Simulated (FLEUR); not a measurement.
## Equation of state of AlB2-type TiB2 (space group 191): energy against volume (FLEUR, LDA)

```
TiB2
1.0
    2.91215     0.00000     0.00000
   -1.45608     2.52200     0.00000
    0.00000     0.00000     3.10438
Ti B
1 2
Direct
  0.00000   0.00000   0.00000
  0.66667   0.33333   0.50000
  0.33333   0.66667   0.50000
```

Computed with FLEUR with LDA (Vosko-Wilk-Nusair), all-electron FLAPW (FLEUR), scalar-relativistic valence. Settings: Kmax = 4.67 1/bohr; GmaxXC = 18.7 1/bohr; xcFunctional = vwn; jspins = 1; l_soc = F; mode = hist; fermiSmearingEnergy = 0.00183747 Htr; mesh (inpgen div1-3) = 23 23 18; inpgen gamma flag = true; Gmax = 18.7 1/bohr; numbands = 0; maxIterBroyd = 15; imix = Anderson; alpha = 0.05; precondParam = 0; minDistance = 1e-05 me/bohr^3. The cell above is the first row's. The rows scale it uniformly. In all rows fractional positions and the k mesh are held. E is the free energy at the stated smearing, counted from the lowest row.

| V (Å^3/atom) | E (meV/atom) |
|---|---|
| 7.6000 | ? |
| 7.7652 | 20.26 |
| 7.9304 | 6.91 |
| 8.0956 | 0.38 |
| 8.2608 | 0.00 |
| 8.4261 | 5.21 |
| 8.5913 | 15.50 |
| 8.7565 | 30.39 |
| 8.9217 | 49.45 |

Fit E of the 8 rows that show it with the third-order Birch-Murnaghan form, a cubic in V^(-2/3). With u = V^(-2/3) - 0.243, the rows have u = 0.012015, 0.008461, 0.005028, 0.001710, -0.001501, -0.004607, -0.007615, -0.010529. Least squares gives E = 2.091 - 1680.11·u + 266719·u² - 86505·u³. Residuals (row less fit): 0.002, -0.007, 0.005, 0.003, -0.004, -0.001, 0.000, 0.000; standard error 0.005 (degrees of freedom: 4). Its minimum lies at u = 0.003154, so V0 = (0.246154)^(-3/2) = 8.188. There d²E/du² = 531800 and d³E/du³ = -519000, so B0 = (4/9) × 8.188^(-7/3) × 531800 × 0.160218 = 280 GPa (the last factor turns the table's units into GPa), and B0' = 4 + (2/3) × 0.246154 × (-519000)/531800 = 3.8.

Q: Estimate the missing E (V = 7.6000); what did the run itself give?

A: u = 0.015697, so E = 2.091 - 1680.11 × 0.015697 + 266719 × 0.015697² - 86505 × 0.015697³ = 41.102 meV/atom. The calculation gives 41.12 meV/atom, 0.018 meV/atom above the prediction (under 0.05 % of the range of E in the table). The row lies outside the fitted rows, so this is an extrapolation. From the scatter of the fitted rows alone, a prediction at this place has a standard error of 0.015 meV/atom, so the miss is 1.2 times that.

Carrying the step between the two nearest rows on in a straight line would have given 33.61, off by 7.51; series whose last step already gives the withheld value aren't shown. The scan was laid around a cell of about the measured size, scaled by a guess for this functional; axis ratios and inner coordinates come from that cell. The runs keep the symmetry of the cell, so they don't test it for distortions. Spin polarisation is off. Values depend on the basis (sphere radii, cutoffs, local orbitals), which need not be converged. The shape of the cell and the inner coordinates aren't relaxed, so V0 and B0 belong to this uniform scaling; a relaxed crystal lies no higher in energy and is usually softer. Cutoffs and mesh are single choices, not tested for convergence of this quantity. Series with a scatter that would blur these digits, or in which a gap closes, are not shown. Nor are scans whose minimum lies at an end fitted in this form.
